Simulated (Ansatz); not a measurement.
**Hypothetical rock salt BeS: pressure series**

The parent structure is BeS in the rock salt structure (space group Fm-3m, No. 225; a = 4.6293 Å; a hypothetical phase, not in the database extracts checked).

Cell and atoms are relaxed at each pressure.

Level of theory: PBE (Ansatz, a first-principles code, PAW, no SOC).

```tsv
pressure (GPa)	volume per atom (Å³/atom)
-2	12.642
-1	?
0	12.401
0.3	12.367
0.7	12.321
1.5	12.233
3	12.076
7.5	11.655
10	11.449
```

Task: Fit the third-order Birch–Murnaghan form P(V) = (3B₀/2)[(V₀/V)^(7/3) − (V₀/V)^(5/3)]·[1 + (3/4)(B₀′ − 4)((V₀/V)^(2/3) − 1)] (squares taken in P) to the rows shown and predict the withheld row.

Result: Least squares on the printed values gives V₀ = 12.401 Å³/atom, B₀ = 107 GPa, B₀′ = 3.8; this predicts 12.519 Å³/atom, and the run gives 12.518 Å³/atom, in agreement.

Load acts through the strain it causes; cell and atoms are relaxed under it. Stability against distortions was not tested. No other phases were tried under pressure.
